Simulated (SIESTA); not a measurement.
Band structure of ZnO (P6_3mc, 4 atoms in the cell).

```yaml
crystal:
  lattice:
    - [3.23735, 0.00000, 0.00000]
    - [-1.61868, 2.80363, 0.00000]
    - [0.00000, 0.00000, 5.22206]
  atoms:
    - { symbol: Zn, position: [0.66667, 0.33333, 0.50059] }
    - { symbol: Zn, position: [0.33333, 0.66667, 0.00059] }
    - { symbol: O, position: [0.66667, 0.33333, 0.87972] }
    - { symbol: O, position: [0.33333, 0.66667, 0.37972] }
```

Method of the run: GGA PBE, numerical atomic orbitals DZP, PseudoDojo PBE standard norm-conserving potentials (rewritten from UPF to PSML) run with SIESTA.

Settings: XC.functional = GGA; XC.authors = PBE; potentials = PseudoDojo PBE standard; PAO.BasisSize = DZP; PAO.EnergyShift = 0.005 Ry; MeshCutoff = 400 Ry; kgrid.MonkhorstPack = 6 6 4; OccupationFunction = FD; ElectronicTemperature = 10 meV; MaxSCFIterations = 150; SCF.Mixer.Method = Pulay; SCF.Mixer.Weight = 0.1; SCF.Mixer.History = 8; SCF.DM.Tolerance = 1.0E-05.

The starting cell comes from a database of computed structures (which also holds hypothetical and non-ambient phases and stackings), without a prior relaxation at this level. Values carry the incompleteness of an atom-centred basis.

Problem. Predict the gap along the standard path and the places of the band edges.

Solution. The gap along the path is 1.17 eV, direct at Γ to within 0.01 eV.

Levels in eV from the top of the valence band on the path, bands 23 to 27:
| point | 23 | 24 | 25 | 26 | 27 |
|---|---|---|---|---|---|
| Γ | -0.76 | -0.06 | 0.00 | 0.00 | 1.17 |
| M | -2.84 | -2.21 | -1.30 | -0.82 | 6.43 |
| K | -3.64 | -1.92 | -1.92 | -1.73 | 8.40 |
| A | -0.38 | -0.38 | -0.38 | -0.38 | 3.87 |
| L | -1.47 | -1.47 | -1.37 | -1.37 | 6.19 |
| H | -2.72 | -2.72 | -1.22 | -1.22 | 8.43 |

Higher empty bands are left out: an atom-centred basis made for the valence describes them poorly.
